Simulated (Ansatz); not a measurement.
## Formation energy of O_i in Zr (hcp, P6₃/mmc): levels of theory

Consider the formation energy of O_i in Zr (hcp, P6₃/mmc). Reaction: 8 Zr (hcp) + 1/2 O2 (gas) → cell A.

A: a supercell of 8 sites of Zr (hcp, P6₃/mmc) with O off the lattice sites (6 Zr at 2.28 Å); spin state with PBE: run without spin.

Setting: static, neutral cells in Ansatz (PAW) whose structures rest at the PBE level. Ansatz (a program for electronic structure) runs with its PAW set soft_1. Other levels take these structures. The lattices are those relaxed with PBE, so at other levels the solids can be strained, which adds to the spread. A dispersion term (D3(BJ), or D4 for r2SCAN) was computed beside these levels and is taken off wherever the name lacks it. Space groups of crystals are read within 0.01 Å. The cell is small for its defects, so this is an ordered compound on the host's lattice rather than an isolated defect. Cell A has symmetry P-3m1 within 0.02 Å and got no random move, so less symmetric positions, which may lie lower, weren't tried.

```json
[
 {"Functional": "PBE", "value (eV)": "-5.49"},
 {"Functional": "PBE+D3(BJ)", "value (eV)": "-5.73"},
 {"Functional": "LDA", "value (eV)": "[?]"},
 {"Functional": "PBEsol", "value (eV)": "-5.86"},
 {"Functional": "RPBE", "value (eV)": "-5.06"},
 {"Functional": "r2SCAN+D4", "value (eV)": "[?]"}
]
```

Q: Complete the blanks.

A: 
- LDA, value (eV): -6.42
- r2SCAN+D4, value (eV): -6.14

The levels shown span 1.36 eV, from LDA (-6.42) to RPBE (-5.06).

Rough cost of one single point on cell A, against PBEsol's on the same shared machine and with each level's own mesh and cutoff: r2SCAN about 6 times.
